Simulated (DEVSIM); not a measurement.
Structure: abrupt Si p-n junction, at 250 K.

Layer 1 from the left is Si, thickness (μm) 1.80, Na (cm⁻³) 9.3e14, τn (s) 6.6e-6, τp (s) 6.6e-6. Layer 2 from the left is Si, thickness (μm) 2.10, Nd (cm⁻³) 1.1e14, τn (s) 6.6e-6, τp (s) 6.6e-6.

Left contact: ohmic. Right contact: ohmic. Voltage is applied to the left contact. Recombination: SRH at mid-gap. Mobility is μmin + (μ − μmin)/(1 + (N/Nref)^α).

The device is made up for the run: typed textbook-type constants, with dimensions and the other settings drawn at random. Values at 300 K; Nc and Nv go as T^1.5, mobilities as T to minus their exponent, the gap by Varshni's rule with the affinity fixed.

Si: gap (eV) 1.124, affinity (eV) 4.05, permittivity 11.7, Nc (cm⁻³) 2.86e19, Nv (cm⁻³) 3.1e19, μn (cm²/Vs) 1417, μp (cm²/Vs) 470, μn,min 52, μp,min 45, Nref,n 9.7e16, Nref,p 2.2e17, αn 0.68, αp 0.72, T exponent of μn 2.3, T exponent of μp 2.2, Varshni α (eV/K) 0.000473, Varshni β (K) 636.

Simulated with DEVSIM: 1D drift-diffusion, Boltzmann statistics, complete ionisation; no tunnelling, impact ionisation, image-force lowering or self-heating.

Q: What does the simulation give for the dark forward voltage at 1 A/cm², the potential step across the device at zero bias, the largest field in the device at zero bias?

A: dark forward voltage at 1 A/cm² 0.598 V; potential step across the device at zero bias 0.655 V; largest field in the device at zero bias 4500 V/cm.
